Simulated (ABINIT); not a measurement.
ABINIT is run on a sheet of GeSb2Te4 (7 atoms in the cell), and the run fails. The aim is a self-consistent single point with DFT, PBE, plane waves, PAW (JTH v2.0 PBE PAW).

Cell that was meant: a = 4.2700 Å, b = 4.2700 Å, c = 25.0672 Å, α = 90.00°, β = 90.00°, γ = 120.00°.

Part of the input:

```
ixc 11
occopt 7
tsmear 0.00367493
nband 33
kptopt 1
ngkpt 7 7 1
nshiftk 1
```

Log, with long lists cut:

```
 inpspheads: deduce mpsang = 3, n1xccc = 1.

=======================================================
 invars1m : enter jdtset= 0
  xred   is defined in input file
 ingeo: takes atomic coordinates from input array xred

--- !COMMENT
src_file: m_symfind.F90
src_line: 823
message: |
    The tolerance on symmetries =   1.000E-05 is bigger than 1.0e-8.
    In order to avoid spurious effects, the atomic coordinates have been
    symmetrized before storing them in the dataset internal variable.
    So, do not be surprised by the fact that your input variables (xcart, xred, ...)
    do not correspond exactly to the ones echoed by ABINIT, the latter being used to do the calculations.
    This is not a problem per se.
    Still, in order to avoid this symmetrization (e.g. for specific debugging/development), decrease tolsym to 1.0e-8 or lower,
    or (much preferred) use input primitive vectors that are accurate to better than 1.0e-8.
    This message will only be printed once, even if there are other datasets where tolsym is bigger than 1.0e-8.
...

 symlatt: the Bravais lattice is hP (primitive hexagonal)
 symspgr: spgroup= 164  P-3 m 1   (=D3d^3)
 symspgr: optical characteristics = uniaxial
 Optical axis (in reduced coordinates, real space ) :   0   0   1

--- !ERROR
src_file: m_dtset.F90
src_line: 1287
mpi_rank: 0
message: |
    Initialization of occ variables with occopt: 7
    There are not enough bands to get charge balance right with nelect:  6.8000E+01
    Action: modify input file
    (check the pseudopotential charges, the variable cellcharge, the variable jellslab,
    and the declared number of bands, nband)
...

 abinit_abort: decision taken to exit. Check above messages for more info
Abort(13) on node 0 (rank 0 in comm 0): application called MPI_Abort(MPI_COMM_WORLD, 13) - process 0

--- !ERROR
src_file: m_dtset.F90
src_line: 1287
mpi_rank: 0
message: |
    Initialization of occ variables with occopt: 7
    There are not enough bands to get charge balance right with nelect:  6.8000E+01
    Action: modify input file
    (check the pseudopotential charges, the variable cellcharge, the variable jellslab,
    and the declared number of bands, nband)
...
```

Read the log: what does the program object to, and what is the fix?

The fault is too few bands; here the program stops on it instead of giving results. To fix it, raise the band count or leave it to the default. The program stopped before any SCF iteration.

The sound input it was made from differs as follows (other fixes are possible):
```diff
-nband 33
+nband 43
```

With that input, the run converged in 20 iterations: free energy E − TS -8003.39 eV; top of the valence band (on the code's own zero) -3.39 eV; gap on the k-point mesh 0.88 eV; pressure averaged over the cell with its vacuum 0.16 GPa; largest force (vector length) 0.780 eV/Å (DFT, PBE, plane waves, PAW (JTH v2.0 PBE PAW)).

On the sound input: the starting cell was generated: these elements placed on a structure prototype, without a prior relaxation; it need not be a known phase or ordering of this composition. Spin-orbit coupling is off.
